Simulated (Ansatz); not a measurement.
Consider MgH$_{2}$ in the rutile structure (space group P4_2/mnm, No. 136; a = 4.476 Å, c = 3.008 Å).

Level of theory: PBEsol (Ansatz, a quantum-chemistry and plane-wave program), no spin-orbit coupling.

Base values:

```
Quantity                        Result
-----------------------------  -------
Shortest interatomic distance  1.928 Å
```

Now apply this change: a negative pressure, −2 GPa.

Task: What does the calculation give for the shortest interatomic distance after the change?

Result: The shortest interatomic distance grows by 0.0349 Å, from 1.928 Å to 1.962 Å.

Load acts through the strain it causes; cell and atoms are relaxed under it. Whether these cells are dynamically stable was not tested.
